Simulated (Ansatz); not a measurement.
**BaTiO3: response to strain**

Base system: BaTiO$_{3}$ in the cubic perovskite structure (space group Pm-3m, No. 221; a = 4.019 Å).

Strains are applied to the cell and any free atomic positions relax.

All numbers come from DFT with PBE, PAW potentials and a 420 eV plane-wave cutoff in Ansatz (a quantum-chemistry and plane-wave program), no spin-orbit coupling, earlier PAW set.

Q: Only one of these has a direct gap. Which?
A) isotropic strain +1.47 %
B) isotropic strain −2.03 %
C) isotropic strain −3.81 %

A: C, isotropic strain −3.81 %. Computed: isotropic strain −3.81 %: direct at Γ; isotropic strain +1.47 %: indirect, R → Γ; isotropic strain −2.03 %: indirect, R → Γ

Stability against distortions was not tested. All final runs are without spin polarisation. Many cubic perovskites are stable only at high temperature; tilts and polar distortions were not tested. This is not the structure that BaTiO3 has at room temperature and ambient pressure.
